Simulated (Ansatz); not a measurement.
PbZrO3, response to strain

The parent structure is PbZrO$_{3}$ in the cubic perovskite structure (space group Pm-3m, No. 221; a = 4.141 Å; a cell from a computed database, its experimental status unchecked). Axes: x, y, z lie along the cube axes.

Strains are applied to the cell and any free atomic positions relax; under biaxial strain the out-of-plane vector relaxes too; under stress the whole cell relaxes.

Level of theory: Ansatz (a quantum-chemistry and plane-wave program), PBEsol, PAW, cutoff 420 eV, no spin-orbit coupling.

```json
[
 {"case": "base", "shortest interatomic distance": "2.071 Å", "space group": "Pm-3m (No. 221)", "electron mass": "0.19 mₑ along k, 0.33 mₑ across (at X)"},
 {"case": "biaxial strain −0.42 %, plane normal [001], relaxed out of plane", "shortest interatomic distance": "2.062 Å", "space group": "P4/mmm (No. 123)", "electron mass": "0.18 mₑ along k, 0.33 mₑ across (at X)"},
 {"case": "isotropic strain −5.13 %", "shortest interatomic distance": "1.964 Å", "space group": "Pm-3m (No. 221)", "electron mass": "0.16 mₑ along k, 0.32 mₑ across (at X)"},
 {"case": "uniaxial stress, 5 GPa tension along x", "shortest interatomic distance": "2.062 Å", "space group": "P4/mmm (No. 123)", "electron mass": "0.18 mₑ along k, 0.32 mₑ across (at X)"}
]
```

Spin-orbit coupling, missing from the scalar runs, can matter with Pb. The levels and masses belong to the bands next to the band gap. Effective masses come from finite differences of ±0.01 Å⁻¹. Along k means along the line from Γ to the band edge. Stability under load was not tested beyond the relaxation. Many cubic perovskites are stable only at high temperature; tilts and polar distortions were not tested.
